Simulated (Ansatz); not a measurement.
Consider PbSe in the rock salt structure (space group Fm-3m, No. 225; a = 6.178 Å). Axes: x, y, z lie along the cube axes.

All numbers come from DFT with r2SCAN, PAW potentials and a 500 eV plane-wave cutoff in Ansatz (a first-principles code), spin-orbit coupling left out, earlier PAW set.

Strains are applied to the cell and any free atomic positions relax; under biaxial strain the out-of-plane vector relaxes too.

One change was made to it. Results:

```csv
quantity,base,after
band gap,0.67 eV,0.63 eV
energy relative to the base (free energy F),0 meV/atom,+1.7 meV/atom
```

Problem. Name the change that was made.
(A) biaxial strain −0.55 %, plane normal [111], relaxed out of plane
(B) isotropic strain +0.29 %
(C) isotropic strain −1.99 %
(D) isotropic strain −4.54 %
(E) uniaxial strain ε_xx = −1.19 %

Solution. E, uniaxial strain ε_xx = −1.19 %. For comparison, the band gap in the other runs: isotropic strain −1.99 % gives 0.46 eV; isotropic strain +0.29 % gives 0.70 eV; biaxial strain −0.55 %, plane normal [111], relaxed out of plane gives 0.59 eV; isotropic strain −4.54 % gives 0.12 eV.

Spin-orbit coupling, missing from the scalar runs, can matter with Pb. Whether these cells are dynamically stable was not tested. The zero or small gap of PbSe under isotropic strain −4.54 % can change with the level of theory.
